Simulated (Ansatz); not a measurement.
Ansatz (a first-principles code), DFT, PBE, plane waves, its default PAW files: fluorite CoSi2, atoms displaced (Co4Si8), 12 atoms. Basis and mesh were picked for this test and aren't claimed converged.

Ansatz 0.2 input:
```yaml
crystal:
  lattice:
    - [5.365, 0.0, 0.0]
    - [0.0, 5.365, 0.0]
    - [0.0, 0.0, 5.365]
  atoms:
    - { symbol: Co, position: [0.005757, 0.01005, 0.007825] }
    - { symbol: Co, position: [0.002897, 0.506959, 0.487407] }
    - { symbol: Co, position: [0.491009, 0.992032, 0.489658] }
    - { symbol: Co, position: [0.504394, 0.506121, 0.00185] }
    - { symbol: Si, position: [0.249229, 0.256235, 0.243137] }
    - { symbol: Si, position: [0.749227, 0.743756, 0.746448] }
    - { symbol: Si, position: [0.2532, 0.751218, 0.750022] }
    - { symbol: Si, position: [0.754986, 0.25658, 0.247501] }
    - { symbol: Si, position: [0.761725, 0.254862, 0.753852] }
    - { symbol: Si, position: [0.255559, 0.759795, 0.255174] }
    - { symbol: Si, position: [0.747351, 0.751966, 0.256889] }
    - { symbol: Si, position: [0.255516, 0.241596, 0.759231] }
kpoints:
  mp_grid: { grid: [6, 6, 6] }
hamiltonian:
  xc: pbe
  pseudopotentials: { kind: paw }
scf:
  occupations: { method: fermi_dirac, width: 0.1 }
output:
  forces: true
```

The program reports k-points after symmetry: 112, bands at the start: 62, electrons: 100, plane waves at Γ: 2969, cutoff (eV): 420, FFT grid: 36×36×36, symmetry operations: 1.

It runs on a single node (Arm Neoverse V2, 96 cores on 1 socket, no SMT, 1 L3 cache group).

Times are wall-clock medians of two to five runs, from launch to exit, with nothing else on the machine. Processes are pinned to neighbouring cores unless said otherwise. The times hold for this build (release build for Arm (Neoverse V2), one process with threads). Scratch files lie in a memory file system.

Started as
```bash
OMP_NUM_THREADS=32 ANSATZ_TIMINGS=1 ansatz run --backend cpu --threads 32 --max-ram 200GiB --events-out run.ndjson --runs-dir run.runs --progress --plain run.yaml
```
(32 threads, scf.mixing.algorithm = auto (default)) it takes 3.5 s and 9 SCF iterations.

Predict the time once the run is changed to scf.mixing.algorithm = broyden.

About 4.9 s (3 runs within 1 %): 1.4× as long. The largest move is in band solves (diag): 2.7 s to 3.9 s. The band solves carry the change: the iterations make 114289 against 163747 applications of H to a band, at 0.024 against 0.024 ms of diag time each. What the program resolved moves too: family of the mixer from MSR1 to Broyden. SCF iterations go from 9 to 14; applications of H to a band go from 115686 to 165147. Change in the result: energy under 0.001 meV/atom, forces (largest component) 0.027 meV/Å.
